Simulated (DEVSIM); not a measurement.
Structure: Al/La2O3/p-Si capacitor, at 300 K.

```tsv
layer (left to right)	material	thickness (nm)	Na (cm⁻³)
1	La2O3	5.80	-
2	Si	5000	1.3e16
```

Metal gate on the left, work function 4.1 eV. Fixed charge at the semiconductor interface 0 cm⁻² (in units of +e); no interface traps.

Constants are typed, rounded textbook-type inputs, not results; the design itself was drawn at random and stands for no fabricated device. Values at 300 K.

```tsv
parameter	La2O3	Si
gap (eV)	5.8	1.124
affinity (eV)	1.8	4.05
permittivity	27	11.7
Nc (cm⁻³)	-	2.86e19
Nv (cm⁻³)	-	3.1e19
```

Model (solved in DEVSIM): 1D Poisson equation in equilibrium, Boltzmann statistics, complete ionisation; no quantum confinement or tunnelling. Metal contacts follow the ideal Schottky-Mott rule: no Fermi-level pinning, no interface dipoles.

### Question
Give the band bending (positive: bands bend down) and minority sheet density.

### Answer

```json
[
 {"Vg (V)": "-1.1", "ψs (V)": "-0.165", "minority carriers (cm⁻²)": "< 1e8"},
 {"Vg (V)": "-0.8", "ψs (V)": "0.070", "minority carriers (cm⁻²)": "< 1e8"},
 {"Vg (V)": "-0.5", "ψs (V)": "0.364", "minority carriers (cm⁻²)": "< 1e8"},
 {"Vg (V)": "-0.2", "ψs (V)": "0.660", "minority carriers (cm⁻²)": "5.8e8"},
 {"Vg (V)": "0.1", "ψs (V)": "0.898", "minority carriers (cm⁻²)": "1.6e12"}
]
```
